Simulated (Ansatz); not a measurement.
The starting structures come from a database of crystals and need not be the phases stable at ambient conditions.

Tunnelling through a barrier is set by its complex band structure: the current falls as exp(−2κd) with the smallest κ.

```
CELL_PARAMETERS angstrom
      5.71408     0.00000     0.00000
      2.85704     6.92893    -0.02081
      2.85704     1.19248     4.80271
ATOMIC_POSITIONS crystal
  V  0.59528 0.21416 0.59528
  V  0.40472 0.78584 0.40472
  Pb 0.79873 0.60381 0.79873
  Pb 0.20127 0.39619 0.20127
  Pb 0.00000 0.00000 0.00000
  O  0.67922 0.96235 0.67922
  O  0.32078 0.03765 0.32078
  O  0.73164 0.29952 0.73164
  O  0.26836 0.70048 0.26836
  O  0.23720 0.29952 0.73164
  O  0.76280 0.70048 0.26836
  O  0.73164 0.29952 0.23720
  O  0.26836 0.70048 0.76280
```

Space group of this cell: R-3m. The cell was relaxed by PBE-D3(BJ); by r2SCAN its mean pressure is -1.6 GPa.

Transport runs along the normal of the first two printed cell vectors, the (101) plane of the conventional cell.

The gap is the functional's own, uncorrected, and κ follows it; spin-orbit coupling is left out. Mid-gap values are interpolated between the computed energies.

**Question.** Compute, with r2SCAN (Ansatz, a program for electronic structure), the band gap and the smallest decay constant κ at mid-gap.

**Answer.** Gap 3.31 eV on a 6×6×6 mesh; κ = 0.341 1/Å, at (0.000, 0.500) of the in-plane reciprocal vectors. At the zone centre, at the nearest computed energy, the slowest state has κ = 0.46 1/Å.
